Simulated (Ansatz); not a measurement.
## Input and output of a self-consistent single point for Tl3Zn (Pm-3m, 4 atoms in the cell) (Ansatz)

Level of theory: LDA (PW92), default PAW files made with PBE (plane waves; Ansatz, a quantum-chemistry and plane-wave program).

This input was run:

Ansatz 0.2 input:
```yaml
crystal:
  lattice:
    - [4.800990, 0.000000, 0.000000]
    - [0.000000, 4.800990, 0.000000]
    - [0.000000, 0.000000, 4.800990]
  atoms:
    - { symbol: Zn, position: [0.000000, 0.000000, 0.000000] }
    - { symbol: Tl, position: [0.500000, 0.000000, 0.500000] }
    - { symbol: Tl, position: [0.000000, 0.500000, 0.500000] }
    - { symbol: Tl, position: [0.500000, 0.500000, 0.000000] }
basis:
  ecutwfc: 30.9 Ry
kpoints:
  mp_grid: { grid: [6, 6, 6] }
hamiltonian:
  xc: lda
  pseudopotentials: { kind: paw }
scf:
  occupations: { method: cold, width: 0.02 Ry }
output:
  forces: true
  eigenvalues: true
  stress: true
```

Log, with long lists cut:

```
WARN ansatz: RAYON_NUM_THREADS=1 ignored (pool sized by the plan → 1); use --threads N
Pseudopotentials: kind: paw
Pseudopotential: Zn, paw, valence charge 12
Pseudopotential: Tl, paw, valence charge 13
Crystal: 4 atoms, lattice volume = 110.660 Å³
Basis set: ecut = 420.4159175005146 eV, 2109 PW (Γ)
Bands: 31, of which v1, the nominal top of the filled ones, is band 26 counted from 1 (25 counted from 0)
Symmetry: 48 space group operations
Space group: Pm-3m (ITA 221), of the structure as read, at distance tolerance 4.8e-5 Å
k-points: 20 of 216
PAW frozen core: Zn, regenerated for the run's functional, and the local potential with it
PAW frozen core: Tl, regenerated for the run's functional, and the local potential with it
Initial density: superposition of atomic densities (neutral atoms: chi_scale 0, normalization atom), corrected by the library's trained network
Initial wavefunctions: pseudopotential atomic-orbital guess
Eigensolver: davidson
Functional: x = slater, c = lda
SCF iter   1: F=—  HF=-36685.180803 eV  |F-HF|=—  |Δ(HF+E_count)|=         —  Δρ=4.31e-3  dr2=2.01e-2  ethr=1.77e-3  ⟨swp⟩=5.7  Hψ=2587  notcnv=0
all-band conjugate gradients solve this SCF's bands
preconditioner: auto → Resta (q_TF=auto, 2.398 Å⁻¹)
SCF iter   2: F=—  HF=-36685.170945 eV  |F-HF|=—  |Δ(HF+E_count)|=   9.86e-3  S|Δr|=    0.00e0  Δρ=1.31e-3  dr2=3.02e-3  ethr=3.95e-5  ⟨swp⟩=2.0  Hψ=1192  notcnv=0
SCF iter   3: F=—  HF=-36685.169995 eV  |F-HF|=—  |Δ(HF+E_count)|=   9.50e-4  S|Δr|=    0.00e0  Δρ=7.63e-4  dr2=4.28e-4  ethr=5.93e-6  ⟨swp⟩=2.0  Hψ=1128  notcnv=0
SCF iter   4: F=—  HF=-36685.169828 eV  |F-HF|=—  |Δ(HF+E_count)|=   1.68e-4  S|Δr|=    0.00e0  Δρ=2.21e-4  dr2=7.83e-5  ethr=8.40e-7  ⟨swp⟩=2.0  Hψ=793  notcnv=0
SCF iter   5: F=—  HF=-36685.169814 eV  |F-HF|=—  |Δ(HF+E_count)|=   1.39e-5  S|Δr|=    0.00e0  Δρ=6.88e-5  dr2=8.90e-6  ethr=1.54e-7  ⟨swp⟩=2.0  Hψ=792  notcnv=0
SCF iter   6: F=—  HF=-36685.169812 eV  |F-HF|=—  |Δ(HF+E_count)|=   1.35e-6  S|Δr|=    0.00e0  Δρ=1.27e-5  dr2=1.46e-7  ethr=1.75e-8  ⟨swp⟩=2.0  Hψ=791  notcnv=0
SCF iter   7: F=-36685.169812 eV  HF=-36685.169812 eV  |F-HF|=1.01e-8  |Δ(HF+E_count)|=   1.45e-9  S|Δr|=    0.00e0  Δρ=3.70e-6  dr2=1.88e-8  ethr=1.96e-10  ⟨swp⟩=6.2  Hψ=2603  notcnv=0
SCF 1 converged in 7 iterations: F = -36685.169812 eV  dr2 = 1.88e-8
SCF converged after 7 iterations
Stability not checked (fill_not_monotonic)
Free energy (F): -36685.169812 eV
Harris-Foulkes:  -36685.169812 eV  (|F-HF|=1.01e-8)
Internal energy: -36685.180726 eV  (E = F + TS)
E sigma→0 (E₀):  -36685.173450 eV
Entropy (-TS):   0.010913 eV (2.728 meV/atom)
Fermi energy:    8.944223 eV
--- Per-component energies (eV) ---
  E_band       = -2.002244
  E_kinetic    = 1128.825218
  E_local      = -4474.349264  (includes V_loc(G=0)·N_el)
  E_nonlocal   = 1579.531842
  E_hartree    = 1732.510408
  E_xc         = -819.408047
  E_vxc        = -478.995532  (∫ρ·V_xc dr)
  E_paw        = -31359.959436  (= ΣΔE_a)
  E_vpaw       = -1222.035962  (= ΣTr[D̂ρ^β])
  E_aug_tail   = -0.000250  (compensation charges beyond the density's cutoff)
  E_ewald      = -4473.463657
  E_core_change = 1.132459  (= ΣΔE_core)
  E_smearing   = 0.010913  (= −TS)
  E_closure    = 0.000000  (closes the sum)
  Σ components = -36685.169812   (vs F -36685.169812, Δ=0.00e0)
--- Forces (eV/Å), atoms counted from 1 ---
  atom   1  Zn     0.00000000    -0.00000000     0.00000000
   [... zero for the other atoms too ...]
  max |Σ_I F_I| component: 1.14e-28 eV/Å
--- Stress (GPa, compression-positive) ---
       -4.417581       0.000000       0.000000
        0.000000      -4.417581       0.000000
        0.000000       0.000000      -4.417581
  P = ⅓ Tr σ = -4.4176 GPa (-44.176 kbar)
  The stress holds the Pulay correction. Without it, at fixed plane waves, as pw.x and ABINIT print it: P = -4.4494 GPa
--- Band table (eV; the first three rows and the last of 20) ---
  k-point 0: bands = ["-2.9502", "-2.9131", "-2.9131", "-2.9131", "-2.6817", "-2.6817", "-2.3879", "-2.3879", "-2.3879", "-2.2580", "-2.2580", "-2.0967", "-2.0298", "-2.0298", "-2.0298", "-0.7402", "1.9647", "1.9647", "2.0160", "2.0160", "2.0160", [...]
  k-point 1: bands = ["-2.9068", "-2.9031", "-2.8657", "-2.8657", "-2.6713", "-2.6434", "-2.3983", "-2.3908", "-2.3908", "-2.2914", "-2.2569", "-2.1261", "-2.0972", "-2.0972", "-2.0298", "-0.5508", "1.9596", "1.9677", "2.0045", "2.0045", "2.0155", [...]
  k-point 2: bands = ["-2.8818", "-2.8005", "-2.7326", "-2.7326", "-2.6484", "-2.5472", "-2.4204", "-2.4059", "-2.4059", "-2.3828", "-2.2598", "-2.2598", "-2.2577", "-2.2014", "-2.0297", "0.0152", "1.9080", "1.9738", "1.9825", "1.9825", "2.0145", [...]
  k-point 19: bands = ["-2.8041", "-2.8041", "-2.8041", "-2.7646", "-2.6463", "-2.6463", "-2.6463", "-2.3635", "-2.3635", "-2.3635", "-2.3076", "-2.3076", "-2.0900", "-2.0900", "-2.0900", "1.8760", "1.8760", "1.8760", "2.0206", "2.0206", "3.6433", [...]
```

The run converged in 7 iterations.

The starting cell comes from a database of computed structures (which also holds hypothetical and non-ambient phases and stackings), without a prior relaxation at this level. Spin-orbit coupling is off. With a pressure of about -4 GPa the cell is away from its equilibrium volume at this level. Ansatz's pressure includes its estimate of the finite-basis (Pulay) stress.
